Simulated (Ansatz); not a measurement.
Worked calculations on one periodic cell of amorphous Si₃₀N₄₁Al: Si30N41Al, 72 atoms, volume 809.2 Å³, made by a melt-quench on the CHGNet potential and relaxed with DFT. N atoms were pushed apart under 1.9 Å during the dynamics, to hinder bonds among them. It is a model cell: composition and starting density were chosen by hand, and all elements were melted together. Cycles of charging were run to anneal it. The numbers are results of PBE, scalar-relativistic without spin-orbit coupling (plane waves to 420 eV, PAW; Ansatz, a quantum-chemistry and plane-wave program), not measurements. Sampling: a 2×2×2 Γ-centred mesh; Fermi-Dirac width 0.02 eV; no spin polarisation. Its volume was held where the quench left it, its shape was held as a cube, and it stands at a mean pressure of 0.2 GPa with stress components up to 5.0 GPa; the relaxation ran on the zone centre alone. Its density went from a set 2.96 to 2.96 g/cm³. The cell is small and was quenched far faster than a real film, so it is one sample of the glass.

Task: Count formal charges (Si +4, N -3, Al +3). What does the count lead one to expect at the Fermi level, and what does the calculation give?

Result: 30 × (+4) + 41 × (-3) + 1 × (+3) = 0. The charges balance, so the anion-derived valence states can be full and a gap can open. On this mesh the highest filled and lowest empty level lie 2.32 eV apart, the PBE gap of this cell, with a localised state at one edge or both.

Four energies for a hole at PBE on the zone centre alone (charged cells in a uniform background, spin-polarised): neutral at the neutral geometry -35409.303 eV; charged at the neutral geometry -35416.616 eV; charged and relaxed -35416.818 eV; neutral at the charged geometry -35408.572 eV.

Task: Find the two relaxation energies and their sum, the reorganisation energy.

Result: On charging: -35416.616 − (-35416.818) = 0.202 eV. On discharging: -35408.572 − (-35409.303) = 0.731 eV. The sum is 0.933 eV. The carrier's level spreads over 4 of the 72 atoms' worth, so it counts as localised, most on one N atom with neighbours Si 1.67 Å, Si 1.69 Å, Si 1.94 Å (neutral geometry). The values are uncorrected: the image energy of a point charge in this cell, 2.84 × 14.40 / (2 × 9.3) = 2.2 eV before screening, is screened by electrons alone at the fixed geometry and by ions too after relaxing, and the carrier can be spread before it relaxes, so each term can be off by up to that value times 1/ε∞, some tenths of an eV. PBE's self-interaction favours spread-out carriers, so a hybrid can localise more.
